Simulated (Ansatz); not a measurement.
# A constructed model of the (111) surface of fcc Cu, (√3x√3)R30° surface alloy, Mn on one Cu site of the top plane (bottom of the slab: a bare face, its two planes held)

These are PBE (plane waves to 420 eV, PAW; Ansatz, a program for electronic structure) values and carry that method's errors.

Model: 18-atom slab, 10.5 Å thick at the start with caps and adatoms (thin: gaps and levels are the slab's own), 10x10x1 mesh, Fermi-Dirac 0.1 eV, dipole correction, 6 atoms held, the rest relaxed; start symmetry kept, larger cells not searched; spin-polarised, ending with about 4.0 μB a cell; orders that need a larger cell were not tried, no spin-orbit, no U. It is one candidate, not shown to be the stable structure of the face.

The work function of the top face is 4.64 eV and the energy released by relaxation is 0.029 eV. The magnetic moment of the cell is 4.04 μB and the cost is very roughly 14 core-minutes.
